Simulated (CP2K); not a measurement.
Band structure of HfO₂ (P4_2/nmc, 6 atoms in the cell).

```yaml
crystal:
  lattice:
    - [3.52493, 0.00000, 0.00000]
    - [0.00000, 3.52493, 0.00000]
    - [0.00000, 0.00000, 5.12376]
  atoms:
    - { symbol: Hf, position: [0.50000, 0.50000, 0.50000] }
    - { symbol: Hf, position: [0.00000, 0.00000, 0.00000] }
    - { symbol: O, position: [0.00000, 0.50000, 0.69721] }
    - { symbol: O, position: [0.00000, 0.50000, 0.19721] }
    - { symbol: O, position: [0.50000, 0.00000, 0.80279] }
    - { symbol: O, position: [0.50000, 0.00000, 0.30279] }
```

Computed with PBE, GPW, DZVP-MOLOPT-SR-GTH basis, GTH-PBE potentials (GTH_POTENTIALS) run with CP2K.

Settings: CUTOFF = 500 Ry; REL_CUTOFF = 50 Ry; SMEAR/METHOD = FERMI_DIRAC; ELECTRONIC_TEMPERATURE = 116.05 K; KPOINTS/SCHEME = MONKHORST-PACK 8 8 5; GAMMA_CENTERED = T; XC_FUNCTIONAL = PBE; Hf/BASIS_SET = DZVP-MOLOPT-SR-GTH-q12; Hf/POTENTIAL = GTH-PBE-q12; O/BASIS_SET = DZVP-MOLOPT-SR-GTH-q6; O/POTENTIAL = GTH-PBE-q6; METHOD = GPW; EPS_DEFAULT = 1e-11; EXTRAPOLATION = USE_GUESS.

The starting cell comes from a database of computed structures (which also holds hypothetical and non-ambient phases and stackings), without a prior relaxation at this level. Its lattice was rescaled by a random factor within 2.5 % of one. Spin-orbit coupling is off. Values carry the incompleteness of an atom-centred basis.

Question: Predict the gap along the standard path and the places of the band edges.

Answer: The gap along the path is 4.88 eV, from a point between M and Γ to Γ; the smallest direct gap on it is 4.96 eV.

Levels in eV from the top of the valence band on the SCF mesh, bands 21 to 25:
```csv
point,21,22,23,24,25
Γ,-0.75,-0.12,-0.08,-0.08,4.88
X,-1.50,-1.50,-0.12,-0.12,5.35
M,-0.83,-0.83,-0.59,-0.59,6.08
Z,-0.62,-0.62,0.00,0.00,5.55
R,-1.44,-1.44,-0.97,-0.97,5.45
A,-1.48,-1.48,-0.09,-0.09,6.18
```

Higher empty bands are left out: an atom-centred basis made for the valence describes them poorly.
